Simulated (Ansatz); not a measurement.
## Rock-salt LaTe

All values below come from PBEsol in Ansatz (plane waves, PAW).

Run with plane-wave cutoff 500 eV, 10×10×1 k mesh (along the axes of the cell as run), Fermi–Dirac smearing 0.05 eV, scalar-relativistic PAW data made under PBE.

Cell: relaxed at this level.

- surface energy of the (100) face = 0.47 J/m²
- work function of the (100) face = 3.01 eV

The slab of 8 atoms is relaxed and unreconstructed.

Spin–orbit coupling is not included.

Static lattice: no zero-point or thermal effects.

It cost very roughly 13 core-minutes of CPU time.

Ansatz is a program for electronic structure.
